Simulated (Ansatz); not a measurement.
**InSb (Pmmn, No. 59, 4 atoms in the cell; start mp-569020; a measured phase of this formula has another space group)**

Level of theory: r²SCAN in Ansatz (PAW).

Numerical settings: plane-wave cutoff 500 eV, 8×8×12 k mesh (along the axes of the cell as run), Fermi–Dirac smearing 0.05 eV, scalar-relativistic PAW data made under PBE.

Cell (relaxed at this level):

InSb is taken in the orthorhombic space group Pmmn, origin choice 1 (No. 59), Pearson symbol oP4. Cell: a = 5.885 Å, b = 5.916 Å, c = 3.204 Å, α = β = γ = 90.00°. In on 2a is coordinated by 4 Sb at 3.042–3.047 Å and 2 In at 3.204 Å. Sb on 2b has 4 In at 3.042–3.047 Å and 2 Sb at 3.204 Å. (Neighbours: up to the widest gap in distance over summed covalent radii, below 1.35, at either atom; cation-cation and far metal-metal contacts left out.)

```
Quantity          Value
--------  -------------
band gap  zero (no gap)
```

Note: the relaxation could not lower the start's symmetry, so the cell can be a saddle point above a distorted one.

Spin–orbit coupling is not included.

Static lattice: no zero-point or thermal effects.

A start named mp-… is a Materials Project structure, which need not be a measured phase.

Ansatz is a first-principles code.
